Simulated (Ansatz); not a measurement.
Consider WSi2 (space group I4/mmm, No. 139; a = 3.202 Å, c = 7.818 Å; relaxed with 0.1 eV smearing). Axes: x, y, z lie along a, b, c of the conventional cell.

The values are results of Kohn–Sham DFT with the PBEsol functional, run in Ansatz (an electronic-structure program) with PAW and 420 eV plane waves, no spin-orbit coupling, not measurements.

Base values:

```
Item                            Result
-----------------------------  -------
Shortest interatomic distance  2.588 Å
Pressure                       0.0 GPa
```

Now apply this change: a pure shear with ε_xz = ε_zx = 0.0200, atoms relaxed at fixed cell.

Task: Estimate the effect on the energy relative to the base, shortest interatomic distance and pressure.

Result: The energy goes up by 14 meV/atom; the shortest interatomic distance drops by 0.008 Å to 2.580 Å; the pressure (mean of the normal stresses, compression positive) goes from zero to 0.4 GPa.

The cells carry an imposed strain or load. Stability against distortions was not tested. The final runs are not spin-polarised.
